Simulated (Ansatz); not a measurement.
We consider NiAs-type NiSb, described by r²SCAN+rVV10 (PAW; Ansatz, a first-principles code).

Numerical settings: plane-wave cutoff 560 eV, 18×18×12 k mesh (along the axes of the cell as run), Fermi–Dirac smearing 0.05 eV, no spin polarisation, scalar-relativistic PAW data made under PBE.

Cell (relaxed at this level):

```xyz
4
Lattice="1.9581 -3.3916 0.0000 1.9581 3.3916 0.0000 0.0000 0.0000 5.0970" Properties=species:S:1:pos:R:3 pbc="T T T"
Ni     0.0000     0.0000     2.5485
Ni     0.0000     0.0000     0.0000
Sb     1.9581     1.1305     1.2742
Sb     1.9581    -1.1305     3.8227
```

Q: Predict the bulk modulus and pressure derivative B′ of the bulk modulus.

A: 
* **bulk modulus**: 130 GPa
* **pressure derivative B′ of the bulk modulus**: 4.9

The run finds no gap.

Note: the bulk modulus comes from volumes at which shape and atoms were relaxed.

Spin–orbit coupling is not included.

The computed numbers hold no vibrational or temperature effects.
